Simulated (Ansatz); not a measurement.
Input and output of a self-consistent single point for NbAs (Imm2, 4 atoms in the cell) (Ansatz, an electronic-structure program)

Method of the run: PBEsol, default PAW files made with PBE (plane waves; Ansatz).

Input:

Ansatz 0.2 input:
```yaml
# NbAs
crystal:
  lattice:
    - [-1.74193600, 1.74193600, 5.93455500]
    - [1.74193600, -1.74193600, 5.93455500]
    - [1.74193600, 1.74193600, -5.93455500]
  atoms:
    - { symbol: Nb, position: [0.75393300, 0.75393300, 0.00000000] }
    - { symbol: Nb, position: [0.49972000, 0.99972000, 0.50000000] }
    - { symbol: As, position: [0.16728000, 0.16728000, 0.00000000] }
    - { symbol: As, position: [0.91728000, 0.41728000, 0.50000000] }
basis:
  ecutwfc: 30.9 Ry
kpoints:
  mp_grid: { grid: [8, 8, 8] }
hamiltonian:
  xc: pbesol
  pseudopotentials: { kind: paw }
scf:
  occupations: { method: gaussian, width: 0.0073 Ry }
output:
  forces: true
  eigenvalues: true
  stress: true
```

The program printed (abridged):

```
WARN ansatz: RAYON_NUM_THREADS=1 ignored (pool sized by the plan → 1); use --threads N
basis.fft_grid_basis auto: the FFT boxes are laid along the combinations [[1, 0, 1], [0, 1, 1], [0, 0, 1]] of the cell's own vectors, 3.484, 3.484 and 6.426 Å …
Pseudopotentials: kind: paw
Pseudopotential: Nb, paw, valence charge 13
Pseudopotential: As, paw, valence charge 15
Crystal: 4 atoms, lattice volume = 72.030 Å³
Basis set: ecut = 420.4159175005146 eV, 1403 PW (Γ), FFT grids on a1+a3, a2+a3, a3, exchange–correlation on 48×48×90 points (8 copies of the dense FFT grid, shifted against one another)
Bands: 34, of which v1, the nominal top of the filled ones, is band 28 counted from 1 (27 counted from 0)
Symmetry: 4 space group operations
Space group: Imm2 (ITA 44), of the structure as read, at distance tolerance 4.2e-5 Å
k-points: 95 of 512 (time reversal used)
PAW frozen core: Nb, regenerated for the run's functional, and the local potential with it
PAW frozen core: As, regenerated for the run's functional, and the local potential with it
Initial density: superposition of atomic densities (neutral atoms: chi_scale 0, normalization atom), corrected by the library's trained network
Initial wavefunctions: pseudopotential atomic-orbital guess
Eigensolver: davidson
Functional: x = pbesol(κ = 0.804, μ = 0.12345679012345678), c = pbesol(β = 0.046)
SCF iter   1: F=—  HF=-18619.862664 eV  |F-HF|=—  |Δ(HF+E_count)|=         —  Δρ=8.09e-3  dr2=3.85e-2  ethr=1.77e-3  ⟨swp⟩=5.3  Hψ=12778  notcnv=0
all-band conjugate gradients solve this SCF's bands
preconditioner: auto → Kerker (q_TF=auto, 2.616 Å⁻¹)
SCF iter   2: F=—  HF=-18619.857023 eV  |F-HF|=—  |Δ(HF+E_count)|=   5.64e-3  Δρ=4.58e-3  dr2=1.21e-2  ethr=6.88e-5  ⟨swp⟩=1.0  Hψ=3990  notcnv=0  defer=1
SCF iter   3: F=—  HF=-18619.855355 eV  |F-HF|=—  |Δ(HF+E_count)|=   1.67e-3  Δρ=6.38e-4  dr2=3.20e-4  ethr=2.16e-5  ⟨swp⟩=2.0  Hψ=3842  notcnv=0  defer=1
SCF iter   4: F=—  HF=-18619.855320 eV  |F-HF|=—  |Δ(HF+E_count)|=   3.41e-5  Δρ=1.74e-4  dr2=3.25e-5  ethr=5.71e-7  ⟨swp⟩=2.0  Hψ=5400  notcnv=0  defer=1
SCF iter   5: F=—  HF=-18619.855301 eV  |F-HF|=—  |Δ(HF+E_count)|=   1.95e-5  Δρ=7.53e-5  dr2=6.23e-6  ethr=5.81e-8  ⟨swp⟩=2.0  Hψ=5564  notcnv=0  defer=1
SCF iter   6: F=—  HF=-18619.855299 eV  |F-HF|=—  |Δ(HF+E_count)|=   2.30e-6  Δρ=2.12e-5  dr2=6.43e-7  ethr=1.11e-8  ⟨swp⟩=2.0  Hψ=5567  notcnv=0  defer=1
SCF iter   7: F=-18619.855298 eV  HF=-18619.855298 eV  |F-HF|=3.01e-8  |Δ(HF+E_count)|=   1.56e-7  Δρ=5.12e-6  dr2=4.27e-8  ethr=1.79e-10  ⟨swp⟩=8.1  Hψ=12337  notcnv=0
SCF 1 converged in 7 iterations: F = -18619.855298 eV  dr2 = 4.27e-8
SCF converged after 7 iterations
Free energy (F): -18619.855298 eV
Harris-Foulkes:  -18619.855298 eV  (|F-HF|=3.01e-8)
Internal energy: -18619.849719 eV  (E = F + TS)
E sigma→0 (E₀):  -18619.852509 eV
Entropy (-TS):   -0.005579 eV (-1.395 meV/atom)
Fermi energy:    15.516638 eV
--- Per-component energies (eV) ---
  E_band       = -526.471919
  E_kinetic    = 994.212985
  E_local      = -4446.346621  (includes V_loc(G=0)·N_el)
  E_nonlocal   = -1092.923051
  E_hartree    = 2180.214066
  E_xc         = -506.818501
  E_vxc        = -584.333456  (∫ρ·V_xc dr)
  E_paw        = -9623.030422  (= ΣΔE_a)
  E_vpaw       = 242.489465  (= ΣTr[D̂ρ^β])
  E_aug_tail   = 0.000031  (compensation charges beyond the density's cutoff)
  E_ewald      = -6127.468480
  E_core_change = 2.310275  (= ΣΔE_core)
  E_smearing   = -0.005579  (= −TS)
  E_closure    = 0.000000  (closes the sum)
  Σ components = -18619.855298   (vs F -18619.855298, Δ=0.00e0)
--- Forces (eV/Å), atoms counted from 1 ---
  atom   1  Nb     0.00000000     0.00000000    -0.66413550
  atom   2  Nb     0.00000000     0.00000000     0.10513953
  atom   3  As     0.00000000     0.00000000     0.26538264
  atom   4  As     0.00000000     0.00000000     0.29358612
  max |Σ_I F_I| component: 2.72e-5 eV/Å
--- Stress (GPa, compression-positive) ---
       -7.374810       0.000000       0.000000
        0.000000      -8.366113       0.000000
        0.000000       0.000000      -6.818413
  P = ⅓ Tr σ = -7.5198 GPa (-75.198 kbar)
  The stress holds the Pulay correction. Without it, at fixed plane waves, as pw.x and ABINIT print it: P = -7.5428 GPa
--- Band table (eV; the first three rows and the last of 95) ---
  k-point 0: bands = ["-39.5879", "-39.5557", "-19.9828", "-19.9639", "-19.9632", "-19.9577", "-19.9553", "-19.9491", "-19.9329", "-19.9291", "-19.9253", "-19.9241", "-15.7968", "-15.7211", "-15.6921", "-15.5792", "-15.5433", "-15.5230", "2.4692", [...]
  k-point 1: bands = ["-39.5842", "-39.5534", "-19.9828", "-19.9660", "-19.9630", "-19.9563", "-19.9547", "-19.9489", "-19.9324", "-19.9311", "-19.9249", "-19.9224", "-15.7850", "-15.7420", "-15.7157", "-15.6018", "-15.5673", "-15.5206", "2.8242", [...]
  k-point 2: bands = ["-39.5752", "-39.5481", "-19.9836", "-19.9698", "-19.9614", "-19.9558", "-19.9518", "-19.9490", "-19.9346", "-19.9306", "-19.9251", "-19.9182", "-15.8135", "-15.7817", "-15.7183", "-15.6530", "-15.6133", "-15.5272", "3.6803", [...]
  k-point 94: bands = ["-39.5828", "-39.5608", "-19.9834", "-19.9636", "-19.9632", "-19.9592", "-19.9574", "-19.9452", "-19.9333", "-19.9291", "-19.9246", "-19.9243", "-15.7265", "-15.6999", "-15.6771", "-15.6462", "-15.5713", "-15.5378", "3.3047", [...]
```

The run converged in 7 iterations.

The starting cell comes from a database of computed structures (which also holds hypothetical and non-ambient phases and stackings), without a prior relaxation at this level. Its lattice was rescaled by up to half a per cent. One atom was moved a little off its site on purpose. Spin polarisation is off. With a pressure of about -8 GPa the cell is away from its equilibrium volume at this level. Ansatz's pressure includes its estimate of the finite-basis (Pulay) stress.
